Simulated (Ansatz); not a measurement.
We consider C11b MoSi2, described by PBE in Ansatz (plane waves, PAW).

Numerical settings: plane-wave cutoff 520 eV, 24×24×24 k mesh, Fermi–Dirac smearing 0.05 eV, no spin polarisation, scalar-relativistic PAW data made under PBE.

The cell is scaled about its equilibrium volume:

Shape and atoms are relaxed at each volume.

```
V (Å³/atom)  P (GPa)  c (Å)  a (Å)
-----------  -------  -----  -----
13.036          9.12  7.781  3.170
13.308          4.31  7.827  3.194
13.579          0.00  7.873  3.217
13.851         -3.87  7.918  3.240
14.122         -7.33  7.963  3.262
```

Note: the bulk modulus comes from volumes at which shape and atoms were relaxed.

Ansatz is an electronic-structure program.
